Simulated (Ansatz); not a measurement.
Worked example: self-consistent single point of a (100) slab of HfC (cut from a parent of space group no. 225; 8 atoms in the cell) in Ansatz (a quantum-chemistry and plane-wave program).

Computed with LDA (PW92), default PAW files made with PBE (plane waves; Ansatz).

The change in words: vacuum of 4 angstrom (first run: 14 Å). Reference geometry:
```
HfC
1.0
    3.29738     0.00000     0.00000
   -3.29738     3.29738     0.00000
    0.00000     0.00000    20.99480
C Hf
4 4
Cartesian
  0.00000   0.00000   7.00000
 -1.64869   1.64869   9.33160
  0.00000   0.00000  11.66320
 -1.64869   1.64869  13.99480
  0.00000   0.00000   9.33160
 -1.64869   1.64869   7.00000
  0.00000   0.00000  13.99480
 -1.64869   1.64869  11.66320
```

Reference input (self-consistent single point, DFT, LDA (PW92), plane waves, default PAW files made with PBE): basis.ecutwfc = 30.9 Ry; kpoints.mp_grid.grid = 13 13 1; hamiltonian.xc = lda; hamiltonian.pseudopotentials = {kind: paw} (the program's default PAW files); scf.occupations.method = fermi_dirac; scf.occupations.width = 0.0073 Ry. This run's input differs from it in these lines:

Ansatz 0.2 input:
```diff
@@ -4,12 +4,12 @@
     - [-3.29738000, 3.29738000, 0.00000000]
-    - [0.00000000, 0.00000000, 20.99479700]
+    - [0.00000000, 0.00000000, 10.99479500]
   atoms:
-    - { symbol: C, position: [0.00000000, 0.00000000, 0.33341600] }
-    - { symbol: C, position: [0.00000000, 0.50000000, 0.44447200] }
-    - { symbol: C, position: [0.00000000, 0.00000000, 0.55552800] }
-    - { symbol: C, position: [0.00000000, 0.50000000, 0.66658400] }
-    - { symbol: Hf, position: [0.00000000, 0.00000000, 0.44447200] }
-    - { symbol: Hf, position: [0.00000000, 0.50000000, 0.33341600] }
-    - { symbol: Hf, position: [0.00000000, 0.00000000, 0.66658400] }
-    - { symbol: Hf, position: [0.00000000, 0.50000000, 0.55552800] }
+    - { symbol: C, position: [0.00000000, 0.00000000, 0.18190400] }
+    - { symbol: C, position: [0.00000000, 0.50000000, 0.39396800] }
+    - { symbol: C, position: [0.00000000, 0.00000000, 0.60603200] }
+    - { symbol: C, position: [0.00000000, 0.50000000, 0.81809600] }
+    - { symbol: Hf, position: [0.00000000, 0.00000000, 0.39396800] }
+    - { symbol: Hf, position: [0.00000000, 0.50000000, 0.18190400] }
+    - { symbol: Hf, position: [0.00000000, 0.00000000, 0.81809600] }
+    - { symbol: Hf, position: [0.00000000, 0.50000000, 0.60603200] }
 basis:
```

Output (repeated stretches shortened):

```
SCF iter   1: F=—  HF=-62884.400481 eV  |F-HF|=—  |Δ(HF+E_count)|=         —  Δρ=8.42e-3  dr2=1.44e-1  ethr=1.77e-3  ⟨swp⟩=5.0  Hψ=6148  notcnv=0  defer=5
all-band conjugate gradients solve this SCF's bands
preconditioner: auto → LDOS
SCF iter   2: F=—  HF=-62884.391944 eV  |F-HF|=—  |Δ(HF+E_count)|=   8.54e-3  Δρ=7.19e-3  dr2=1.07e-1  ethr=1.20e-4  ⟨swp⟩=2.0  Hψ=3041  notcnv=0  defer=88
   [... lines left out ...]
SCF iter   4: F=—  HF=-62884.368902 eV  |F-HF|=—  |Δ(HF+E_count)|=   5.34e-4  Δρ=2.49e-4  dr2=8.46e-5  ethr=1.36e-6  ⟨swp⟩=2.0  Hψ=3448  notcnv=0  defer=88
SCF iter   5: F=—  HF=-62884.368832 eV  |F-HF|=—  |Δ(HF+E_count)|=   6.97e-5  Δρ=6.09e-5  dr2=3.02e-6  ethr=7.05e-8  ⟨swp⟩=2.1  Hψ=3680  notcnv=0  defer=51
SCF iter   6: F=—  HF=-62884.368833 eV  |F-HF|=—  |Δ(HF+E_count)|=   2.21e-7  Δρ=1.83e-5  dr2=5.25e-7  ethr=2.52e-9  ⟨swp⟩=2.3  Hψ=3564  notcnv=0  defer=48
SCF iter   7: F=-62884.368833 eV  HF=-62884.368833 eV  |F-HF|=2.80e-8  |Δ(HF+E_count)|=   1.20e-7  Δρ=5.70e-6  dr2=3.74e-8  ethr=8.33e-11  ⟨swp⟩=11.0  Hψ=10427  notcnv=0
SCF 1 converged in 7 iterations: F = -62884.368833 eV  dr2 = 3.74e-8
Free energy (F): -62884.368833 eV
Internal energy: -62884.319994 eV  (E = F + TS)
E sigma→0 (E₀):  -62884.344413 eV
Entropy (-TS):   -0.048839 eV (-6.105 meV/atom)
Fermi energy:    16.078893 eV
--- Forces (eV/Å), atoms counted from 1 ---
  atom   1  C      0.00000000    -0.00000000    -0.50558051
  atom   2  C      0.00000000     0.00000000    -0.57607574
  atom   3  C      0.00000000     0.00000000     0.57607574
  atom   4  C      0.00000000     0.00000000     0.50558051
  atom   5  Hf     0.00000000     0.00000000     0.20031755
  atom   6  Hf     0.00000000     0.00000000     1.46952491
  atom   7  Hf     0.00000000     0.00000000    -1.46952491
  atom   8  Hf     0.00000000     0.00000000    -0.20031755
--- Stress (GPa, compression-positive) ---
      -17.290895       0.000000       0.000000
        0.000000     -17.290895       0.000000
        0.000000       0.000000     -15.996608
  P = ⅓ Tr σ = -16.8595 GPa (-168.595 kbar)
  The stress holds the Pulay correction. Without it, at fixed plane waves, as pw.x and ABINIT print it: P = -17.0882 GPa
```

The run converged in 7 iterations. Against the reference run the free energy falls by 31.6 meV/atom and the largest force goes from 1.812 to 1.470 eV/Å.

The starting cell has typed, rounded lattice constants, without a prior relaxation at this level. The slab is cut from that crystal, and its faces are unrelaxed. Its lattice was rescaled by up to half a per cent. Spin-orbit coupling is off. Spin polarisation is off, though cut faces can carry moments; the slab shows no gap. Forces in this geometry exceed 1 eV/Å.
